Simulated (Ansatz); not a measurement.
Input and output of a self-consistent single point for a (100) slab of LaO2 (cut from a parent of space group no. 11; 12 atoms in the cell) (Ansatz, a first-principles code).

Method of the run: PBEsol, default PAW files made with PBE (plane waves; Ansatz).

```
CELL_PARAMETERS angstrom
      3.94590     0.00000     0.00000
      0.00000     6.38294     0.00000
      0.00000     0.00000    21.03721
ATOMIC_POSITIONS crystal
  La 0.75000 0.87169 0.46050
  La 0.25000 0.54399 0.33724
  O  0.75000 0.29155 0.33274
  O  0.25000 0.12412 0.46499
  O  0.75000 0.76728 0.34940
  O  0.25000 0.64839 0.44834
  La 0.75000 0.75482 0.66276
  La 0.25000 0.42712 0.53951
  O  0.75000 0.17468 0.53501
  O  0.25000 0.00726 0.66726
  O  0.75000 0.65041 0.55166
  O  0.25000 0.53153 0.65060
```

Reference input (self-consistent single point, DFT, PBEsol, plane waves, default PAW files made with PBE): basis.ecutwfc = 420 eV; kpoints.mp_grid.grid = 5 3 1; hamiltonian.xc = pbesol; hamiltonian.pseudopotentials = {kind: paw} (the program's default PAW files); scf.occupations.method = gaussian; scf.occupations.width = 0.1 eV. This run's input differs from it in these lines:

Ansatz 0.2 input:
```diff
@@ -19,3 +19,3 @@
 basis:
-  ecutwfc: 420.0
+  ecutwfc: 505.0
 kpoints:
```

The program printed (abridged):

```
SCF iter   1: F=—  HF=-29137.652157 eV  |F-HF|=—  |Δ(HF+E_count)|=         —  Δρ=1.34e-2  dr2=1.57e0  ethr=1.77e-3  ⟨swp⟩=6.3  Hψ=1606  notcnv=0
all-band conjugate gradients solve this SCF's bands
preconditioner: auto → LDOS
SCF iter   2: F=—  HF=-29137.535334 eV  |F-HF|=—  |Δ(HF+E_count)|=   1.17e-1  Δρ=8.87e-3  dr2=3.21e-1  ethr=1.71e-3  ⟨swp⟩=2.7  Hψ=534  notcnv=0
   [... lines left out ...]
SCF iter  10: F=—  HF=-29137.546242 eV  |F-HF|=—  |Δ(HF+E_count)|=   8.84e-6  Δρ=5.91e-5  dr2=2.80e-5  ethr=1.65e-7  ⟨swp⟩=1.0  Hψ=332  notcnv=0  defer=5
SCF iter  11: F=—  HF=-29137.546296 eV  |F-HF|=—  |Δ(HF+E_count)|=   5.37e-5  Δρ=3.76e-5  dr2=4.63e-6  ethr=3.04e-8  ⟨swp⟩=2.3  Hψ=438  notcnv=0  defer=16
SCF iter  12: F=—  HF=-29137.546294 eV  |F-HF|=—  |Δ(HF+E_count)|=   2.31e-6  Δρ=1.14e-5  dr2=4.94e-7  ethr=5.03e-9  ⟨swp⟩=2.0  Hψ=495  notcnv=0  defer=16
SCF iter  13: F=-29137.546297 eV  HF=-29137.546297 eV  |F-HF|=9.12e-7  |Δ(HF+E_count)|=   2.73e-6  Δρ=3.21e-6  dr2=5.14e-8  ethr=1.09e-10  ⟨swp⟩=12.8  Hψ=1974  notcnv=0
SCF 1 converged in 13 iterations: F = -29137.546297 eV  dr2 = 5.14e-8
Free energy (F): -29137.546297 eV
Internal energy: -29137.415176 eV  (E = F + TS)
E sigma→0 (E₀):  -29137.480737 eV
Entropy (-TS):   -0.131122 eV (-10.927 meV/atom)
Fermi energy:    -0.420346 eV
--- Forces (eV/Å), atoms counted from 1 ---
  atom   1  La     0.00000000     0.63257211    -0.20778416
  atom   2  La     0.00000000    -0.42414485     1.73621432
  atom   3  O      0.00000000     1.75663630     0.03133431
  atom   4  O      0.00000000     0.15651569     0.58571182
  atom   5  O      0.00000000    -1.25954375    -0.27661417
  atom   6  O      0.00000000    -0.24237092    -0.66057124
  atom   7  La     0.00000000     0.42414485    -1.73621432
  atom   8  La     0.00000000    -0.63257211     0.20778416
   [... lines left out ...]
  atom  12  O      0.00000000     1.25954375     0.27661417
--- Stress (GPa, compression-positive) ---
       -4.778727       0.000000       0.000000
        0.000000      -4.635305      -0.674587
        0.000000      -0.674588      -2.854122
  P = ⅓ Tr σ = -4.0894 GPa (-40.894 kbar)
  The stress holds the Pulay correction. Without it, at fixed plane waves, as pw.x and ABINIT print it: P = -4.0916 GPa
```

The run converged in 13 iterations. Against the reference run the free energy drops by 4.0 meV/atom and the largest force hardly changes (1.788 to 1.787 eV/Å).

The starting cell comes from a database of computed structures (which also holds hypothetical and non-ambient phases and stackings), without a prior relaxation at this level. The slab is cut from that crystal, and its faces are unrelaxed. Its lattice was rescaled by up to half a per cent. Spin polarisation is off, though cut faces can carry moments; the slab shows no gap. Forces in this geometry exceed 1 eV/Å.
